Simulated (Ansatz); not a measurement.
Take ZnSe in the zinc blende structure (space group F-43m, No. 216) as the base.

```yaml
crystal:
  lattice:
    - [0.00000, 2.86650, 2.86650]
    - [2.86650, 0.00000, 2.86650]
    - [2.86650, 2.86650, 0.00000]
  atoms:
    - { symbol: Zn, position: [0.00000, 0.00000, 0.00000] }
    - { symbol: Se, position: [0.25000, 0.25000, 0.25000] }
```

Method: Kohn–Sham DFT with the PBE functional, run in Ansatz (a quantum-chemistry and plane-wave program) with PAW and 420 eV plane waves, spin-orbit coupling left out.

One change was made to it. Results:

The lattice parameter a falls by 0.066 Å, from 5.733 Å to 5.667 Å; the valley order (the lowest conduction-band minima on the path, energy above the VBM, named in the base's zone) changes from Γ 1.15 eV; L along ⟨111⟩ 2.49 eV to Γ 1.29 eV; L along ⟨111⟩ 2.55 eV; the hole mass (degenerate bands, along [100]) changes from 0.094, 0.63, 0.63 mₑ (at Γ) to 0.10, 0.60, 0.60 mₑ (at Γ); the width of the top valence band grows by 0.16 eV, from 2.50 eV to 2.66 eV.

**Question.** Name the change that was made.
A) pressure 15 GPa
B) pressure 0.9 GPa
C) pressure 2.1 GPa
D) pressure 9 GPa
E) pressure 30 GPa

**Answer.** C, pressure 2.1 GPa. For comparison, the valley order in the other runs: pressure 30 GPa gives X along ⟨100⟩ 2.31 eV; Γ 2.36 eV; L along ⟨111⟩ 2.95 eV; pressure 9 GPa gives Γ 1.65 eV; L along ⟨111⟩ 2.69 eV; X along ⟨100⟩ 2.78 eV; pressure 0.9 GPa gives Γ 1.21 eV; L along ⟨111⟩ 2.51 eV; pressure 15 GPa gives Γ 1.89 eV; X along ⟨100⟩ 2.62 eV; L along ⟨111⟩ 2.78 eV.

The levels and masses belong to the bands next to the band gap. Load acts through the strain it causes; cell and atoms are relaxed under it. Effective masses come from finite differences of ±0.01 Å⁻¹. Whether these cells are dynamically stable was not tested. Measured, ZnSe leaves this structure (for rock salt) near 13 GPa (temperature not stated; as listed in M. Köfferlein et al., Hyperfine Interactions (1994)).
